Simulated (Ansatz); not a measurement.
Base system: PbSe in the rock salt structure (space group Fm-3m, No. 225; a = 6.178 Å).

Calculations: r2SCAN, PAW, 500 eV (Ansatz, an electronic-structure program; spin-orbit coupling left out), earlier PAW set.

Before the change:

Pressure: -0.1 kbar

Modification: the cell is scaled by 1.0029 in all directions; the atoms relax in the strained cell.

Question: Estimate the effect on the pressure and energy relative to the base.

Answer: The pressure shrinks by 4.4 kbar to -4.5 kbar; the energy goes up by 0.4 meV/atom.

No phonon test of stability was made.
